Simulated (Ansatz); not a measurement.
Bi: alloy series

Consider Bi in the A7 type structure (space group R-3m, No. 166; a = 4.533 Å, c = 11.654 Å (hexagonal axes)).

The other end (x = 1) is As (space group R-3m, No. 166; layered): 20.89 Å³/atom, gap zero.

As replaces a fraction x of Bi; each row is one arrangement (x, atoms in the cell, starting space group or random), fully relaxed.

All numbers come from PBE-D3(BJ) (Ansatz, a first-principles code), no spin-orbit coupling.

Candidates:
(a) x(As) = 0.875, 8 atoms, Pm
(b) x(As) = 0.25, 8 atoms, C2/m
(c) x(As) = 0.375, 8 atoms, P1

Notes on the quantities. deviation of the volume from the linear: Vegard-type) interpolation.

Order them by deviation of the volume from the linear, highest first.

(a) x(As) = 0.875, 8 atoms, Pm (+1.6 %), (b) x(As) = 0.25, 8 atoms, C2/m (+0.2 %), (c) x(As) = 0.375, 8 atoms, P1 (-0.3 %)

These are small ordered cells, not random alloys; other orderings at the same x differ. With Bi present, leaving out spin-orbit coupling can change the band edges. Whether these cells are dynamically stable was not tested. The final runs are not spin-polarised. A zero or small gap of BiAs7, Bi3As and Bi5As3 can be the functional's error rather than a property of the material.
